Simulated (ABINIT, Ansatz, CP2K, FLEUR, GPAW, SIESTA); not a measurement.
## Bi (R-3m, 2 atoms in the cell) computed with different codes at matched settings

Self-consistent single point.

```
CELL_PARAMETERS angstrom
      4.22706    -2.30844     0.00000
      4.22706     2.30844     0.00000
      2.96639     0.00000     3.79440
ATOMIC_POSITIONS crystal
  Bi 0.23400 0.23400 0.23400
  Bi 0.76600 0.76600 0.76600
```

Shared settings, as Ansatz (a program for electronic structure) writes them: kpoints.mp_grid.grid = 9 9 9; scf.occupations.method = gaussian; scf.occupations.width = 0.02 Ry. Potentials and cutoffs stand in the table.

```csv
code,model,pressure (GPa),largest force (eV/Å),cutoff
FLEUR,"PBEsol, all-electron FLAPW (FLEUR), scalar-relativistic valence",–,0.070,Kmax 3.8 1/bohr
ABINIT,"PBEsol, PAW (JTH v2.0 PBE PAW, files made for PBE)",-2.88,0.077,40 Ry
Ansatz,"PBEsol, default PAW files made with PBE",-2.59,0.085,30.9 Ry
GPAW,"PBEsol, GPAW PAW datasets PBEsol (made by gpaw-setup)",-2.65,0.091,600 eV
CP2K,"PBEsol, GPW, TZVP-MOLOPT-SR-GTH basis, GTH-PBE potentials (GTH_POTENTIALS)",-1.15,0.020,grid 400 Ry
SIESTA,"GGA PBEsol, numerical atomic orbitals DZP, PseudoDojo PBEsol standard norm-conserving potentials (rewritten from UPF to PSML)",-2.25,0.112,grid 350 Ry
```

A dash marks a value that a program does not give, or that is left out as unsure.

On Ansatz's run: spin-orbit coupling is off.

The spread over the programs that give each value: pressure within 1.73 GPa; largest force within 0.092 eV/Å.

CP2K and SIESTA use small atom-centred bases, whose incompleteness enters pressures, forces and empty levels differently from a plane-wave cutoff. FLEUR treats all electrons, but the usual bases taken here (sphere radii, linearisation, local orbitals, empty states) were not tested for convergence, so the values are no reference for the others. Ansatz's pressure is given at a fixed set of plane waves, as the other plane-wave codes print theirs. In the pressure, CP2K (by 1.50) lies more than 1 GPa from the median of the plane-wave programs. In the force vectors, CP2K (by 0.105) and SIESTA (by 0.196) lie more than 0.08 eV/Å from the median of the plane-wave programs.

The starting cell has typed, rounded lattice constants, without a prior relaxation at this level. Its lattice was rescaled by a random factor within 2.5 % of one.

Left out of this page: Elk (not drawn, or without a comparable value).

Keys are those of Ansatz 0.2.
